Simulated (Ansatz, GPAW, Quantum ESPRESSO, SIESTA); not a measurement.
# W (Im-3m, 1 atom in the cell) computed with different codes at matched settings

Self-consistent single point.

```
CELL_PARAMETERS angstrom
     -1.54587     1.54587     1.54587
      1.54587    -1.54587     1.54587
      1.54587     1.54587    -1.54587
ATOMIC_POSITIONS crystal
  W  0.00000 0.00000 0.00000
```

Shared settings, as Ansatz (a quantum-chemistry and plane-wave program) writes them: kpoints.mp_grid.grid = 5 5 5; scf.occupations.method = fermi_dirac; scf.occupations.width = 0.1 eV. Potentials and cutoffs stand in the table.

```json
[
 {"code": "GPAW", "model": "PBE, GPAW PAW datasets PBE (gpaw-data 1.0.1)", "pressure (GPa)": "31.97", "cutoff": "550 eV"},
 {"code": "Ansatz", "model": "PBE, default PAW files", "pressure (GPa)": "32.25", "cutoff": "default"},
 {"code": "SIESTA", "model": "GGA PBE, numerical atomic orbitals DZP, PseudoDojo PBE standard norm-conserving potentials (rewritten from UPF to PSML)", "pressure (GPa)": "37.01", "cutoff": "grid 300 Ry"},
 {"code": "Quantum ESPRESSO", "model": "PBE, PseudoDojo standard norm-conserving (PBE) pseudopotentials", "pressure (GPa)": "32.41", "cutoff": "75 Ry"}
]
```

On Ansatz's run: spin-orbit coupling is off. Spin polarisation is off.

The spread over the programs that give each value: pressure within 5.04 GPa.

SIESTA uses small atom-centred bases, whose incompleteness enters pressures, forces and empty levels differently from a plane-wave cutoff. Ansatz's pressure is given at a fixed set of plane waves, as the other plane-wave codes print theirs; with its correction for the finite basis it is 32.34 GPa. In the pressure, SIESTA (by 4.75) lies more than 1 GPa from the median of the plane-wave programs.

On the base mesh (12 12 12) the same programs gave: Ansatz pressure 31.55 GPa; Quantum ESPRESSO pressure 31.76 GPa; GPAW pressure 31.34 GPa; SIESTA pressure 36.14 GPa.

The values differ from the base mesh's, so the mesh still matters here: the table compares the programs at equal settings.

The starting cell has typed, rounded lattice constants, without a prior relaxation at this level. Its lattice was rescaled by a random factor within 2.5 % of one.

Left out of this page: ABINIT (with a known weakness of the program); CP2K (on another mesh); Elk and FLEUR (not drawn, or without a comparable value).

Keys are those of Ansatz 0.2.
